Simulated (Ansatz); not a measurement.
Defect: Ag vacancy in fcc Ag, neutral cell. The step: one Ag atom jumps into the vacancy from a nearby Ag site; the atom moves 2.89 Å along (0.00, 0.49, -0.49) of the unit cell; the moving atom starts with neighbours 4 Ag at 2.92, 6 Ag at 2.94, Ag at 2.95 Å and ends with 4 Ag at 2.92, 6 Ag at 2.94, Ag at 2.95 Å. A PBE band in Ansatz (plane-wave PAW, a 2×2×2 k-point mesh shifted by half a step, 32 host sites, 13 SCF runs with any check of the saddle's order, static, no finite-size correction) gives a forward barrier of 0.53 eV. The saddle point's order was not checked, and it lies on a symmetry element of the cell, where a band can be held. Forms of the defect that were not tried may lie lower.

Single points at the band's start and saddle point can refine it. Rough cost of one point, in units of the band's mean SCF on the same machine:

| Level | Cost of one point |
|---|---|
| PBE, a 4×4×4 k-point mesh shifted by half a step | about 7 |
| r2SCAN at 500 eV, a 2×2×2 k-point mesh shifted by half a step | under 2 |

Task: Which of these move the barrier by more than 0.1 eV, and how far does each move it?

Result: Not one does. PBE, a 4×4×4 k-point mesh shifted by half a step: +0.07 eV; r2SCAN at 500 eV, a 2×2×2 k-point mesh shifted by half a step: -0.04 eV. Each functional is compared with PBE at the same k-points.

Ansatz is a first-principles code.
